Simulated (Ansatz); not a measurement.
Input and output of a self-consistent single point for Nb (Im-3m, 1 atom in the cell) (Ansatz, an electronic-structure program).

Computed with PBE (plane waves, PAW; Ansatz).

```
CELL_PARAMETERS angstrom
     -1.65825     1.65825     1.65825
      1.65825    -1.65825     1.65825
      1.65825     1.65825    -1.65825
ATOMIC_POSITIONS crystal
  Nb 0.00000 0.00000 0.00000
```

Reference input (self-consistent single point, DFT, PBE, plane waves, default PAW files): basis.ecutwfc = 30.9 Ry; kpoints.mp_grid.grid = 14 14 14; hamiltonian.xc = pbe; hamiltonian.pseudopotentials = {kind: paw} (the program's default PAW files); scf.occupations.method = fermi_dirac; scf.occupations.width = 0.0073 Ry. This run's input differs from it in these lines:

Ansatz 0.2 input:
```diff
@@ -10,3 +10,3 @@
 kpoints:
-  mp_grid: { grid: [14, 14, 14] }
+  mp_grid: { grid: [23, 23, 23] }
 hamiltonian:
@@ -15,3 +15,3 @@
 scf:
-  occupations: { method: fermi_dirac, width: 0.0073 Ry }
+  occupations: { method: methfessel_paxton, width: 0.0147 Ry }
 output:
```

Output, abridged:

```
SCF iter   1: F=—  HF=-4552.284212 eV  |F-HF|=—  |Δ(HF+E_count)|=         —  Δρ=3.54e-3  dr2=1.75e-3  ethr=1.77e-3  ⟨swp⟩=4.9  Hψ=21410  notcnv=0
all-band conjugate gradients solve this SCF's bands
preconditioner: auto → none
SCF iter   2: F=—  HF=-4552.283934 eV  |F-HF|=—  |Δ(HF+E_count)|=   2.77e-4  S|Δr|=    0.00e0  Δρ=1.42e-3  dr2=1.74e-4  ethr=1.35e-5  ⟨swp⟩=2.3  Hψ=8442  notcnv=0
SCF iter   3: F=—  HF=-4552.283949 eV  |F-HF|=—  |Δ(HF+E_count)|=   1.48e-5  S|Δr|=    0.00e0  Δρ=4.47e-4  dr2=1.86e-5  ethr=1.34e-6  ⟨swp⟩=1.0  Hψ=3945  notcnv=0
SCF iter   4: F=—  HF=-4552.283951 eV  |F-HF|=—  |Δ(HF+E_count)|=   2.39e-6  S|Δr|=    0.00e0  Δρ=3.23e-5  dr2=4.77e-8  ethr=7.69e-10  ⟨swp⟩=5.0  Hψ=19109  notcnv=0
SCF iter   5: F=-4552.283951 eV  HF=-4552.283951 eV  |F-HF|=7.95e-10  |Δ(HF+E_count)|=   1.69e-8  S|Δr|=    0.00e0  Δρ=5.37e-6  dr2=1.52e-9  ethr=3.67e-10  ⟨swp⟩=2.0  Hψ=13927  notcnv=0
SCF 1 converged in 5 iterations: F = -4552.283951 eV  dr2 = 1.52e-9
Stability not checked (fill_not_monotonic)
Free energy (F): -4552.283951 eV
Internal energy: -4552.284686 eV  (E = F + TS)
E sigma→0 (E₀):  -4552.284135 eV
Entropy (-TS):   0.000735 eV (0.735 meV/atom)
Fermi energy:    17.517293 eV
--- Forces (eV/Å), atoms counted from 1 ---
  atom   1  Nb     0.00000000     0.00000000    -0.00000000
--- Stress (GPa, compression-positive) ---
       -1.118612       0.000000      -0.000000
        0.000000      -1.118612      -0.000000
        0.000000      -0.000000      -1.118612
  P = ⅓ Tr σ = -1.1186 GPa (-11.186 kbar)
  The stress holds the Pulay correction. Without it, at fixed plane waves, as pw.x and ABINIT print it: P = -1.1479 GPa
```

The run converged in 5 iterations. Against the reference run the free energy goes up by 21.7 meV/atom and the pressure goes from -0.53 to -1.12 GPa.

The starting cell has typed, rounded lattice constants, without a prior relaxation at this level. Its lattice was rescaled by up to half a per cent. Spin polarisation is off. Ansatz's pressure includes its estimate of the finite-basis (Pulay) stress.
